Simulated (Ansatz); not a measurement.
**Mo: energy against strain**

Mo (bcc, Im-3m, 15.332 Å³/atom and stress up to 0.01 GPa in the relaxed cell) under an equal strain ε in the (001) plane with the normal axis free, as in a coherent film. PBEsol in Ansatz, a plane-wave DFT program (PAW, default set), 420 eV, 29×29×29 Γ-centred mesh, Fermi-Dirac smearing 0.10 eV.

Here s stands for strain and y for E less E0.

| strain (%) | E less E0 (meV/atom) |
|---|---|
| -1.50 | 12.00 |
| -1.00 | 5.27 |
| -0.50 | 1.29 |
| 0.00 | 0.00 |
| 0.50 | 1.33 |
| 1.00 | 5.19 |
| 1.50 | 11.50 |
| 3.00 | ? |

Using a parabola, estimate the missing y at s = 3.00 from the other rows, showing the fit.

Least squares gives y = 0.005 - 0.1157·s + 5.2210·s². Residuals (row less fit): 0.074, -0.072, -0.078, -0.005, 0.078, 0.080, -0.079; standard error 0.094 (degrees of freedom: 4). The quadratic coefficient over the volume, 5.2210 meV × 10⁴ × 0.1602 / 15.332 Å³, is the biaxial elastic modulus of this plane = about 550 GPa. At the withheld row, y = 0.005 - 0.1157 × 3.0 + 5.2210 × 3.0² = 46.647 meV/atom. The calculation gives 44.28 meV/atom, 2.367 meV/atom below the prediction (5.3 % of the range of y in the table). The row lies outside the fitted rows, so this is an extrapolation. From the scatter of the fitted rows alone, a prediction at this place has a standard error of 0.359 meV/atom, so the miss is 6.6 times that.

A polynomial of degree 3 through the 12 other runs of the series gives 44.43 there, so most of the miss is curvature that the fit leaves out. In a metal these values are sensitive to mesh and smearing; energies are taken to zero smearing, stresses follow the free energy. Rows are the converged runs of the series near zero and its far end; series whose fitted rows scatter by over a few per cent of the range, as at a crossing or softening among them, aren't shown in this form, nor equations of state whose B0' disagrees with the runs' pressures. Most that stay on the fit to the last digits aren't either.
